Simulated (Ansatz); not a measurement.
# Lu under a change: Lu → Ta

The parent structure is Lu in the hcp (Mg type) structure (space group P6_3/mmc, No. 194; a = 3.504 Å, c = 5.452 Å).

The change: every Lu is replaced by Ta, then cell and atoms are relaxed.

Level of theory: r2SCAN (Ansatz, a first-principles code, PAW, no spin-orbit coupling). Γ-centred 18×18×9 mesh, Fermi–Dirac width 0.05 eV, for the changed cell.

```
quantity                                     base             changed        shift
-----------------------------  ------------------  ------------------  -----------
volume per atom                          28.99 Å³            18.48 Å³    -10.51 Å³
density                               10.02 g/cm³         16.26 g/cm³  +6.24 g/cm³
lattice parameter a                       3.504 Å             2.887 Å     -0.617 Å
c/a ratio                                   1.556               1.773      +0.2176
space group                    P6_3/mmc (No. 194)  P6_3/mmc (No. 194)            –
shortest interatomic distance             3.395 Å             2.887 Å     -0.508 Å
band gap                                     zero                zero            –
```

No phonon test of stability was made. For Ta in this form, whether it has been made was not checked. All final runs are without spin polarisation. This is not the structure that Ta has at room temperature and ambient pressure.
